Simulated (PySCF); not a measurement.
PySCF 2.14.0, unrestricted PBE/def2-svpd, df: silylphosphine cation ([SiH3]P), charge +1, multiplicity 2, 7 atoms. The geometry is a generated start, not checked to be a minimum at this level.

* **task**: energy
* **method**: pbe
* **basis**: def2-svpd
* **two-electron scheme**: density fitting
* **mol.max_memory**: 3000 MB
* **mf.max_cycle**: 100
* **mf.init_guess**: minao (default)
* **mf.DIIS**: CDIIS (default)
* **mf.diis_space**: 8 (default)
* **mf.conv_tol**: 1e-09 (default)
* **mf.grids.level**: 3 (default)
* **basis functions**: 88
* **grid points**: 87400

```xyz
7

Si    -0.8235     0.1197    -0.0563
P      1.3380    -0.0608    -0.5958
H     -1.5475    -0.8496    -0.8759
H     -1.2341     1.4843    -0.3786
H     -1.0885    -0.1476     1.3597
H      1.5532    -1.2450     0.0849
H      1.8023     0.6989     0.4620
```

Charge 1 and multiplicity 2 are set for this test and not shown to be the ground state.

One run each on 2 threads, 1 BLAS thread. Values of level_shift (Hartree) tried: 0 (default), 0.1, 0.3, 1.

Predict the course of the Fock builds along this series.

Fewest Fock builds: 0 (default) with 14. The count rises to 95 at 1. All converge to one solution.

```json
[
 {"level_shift (Hartree)": "0 (default)", "Fock builds": "14", "end": "same solution"},
 {"level_shift (Hartree)": "0.1", "Fock builds": "20", "end": "same solution"},
 {"level_shift (Hartree)": "0.3", "Fock builds": "26", "end": "same solution"},
 {"level_shift (Hartree)": "1", "Fock builds": "95", "end": "same solution"}
]
```
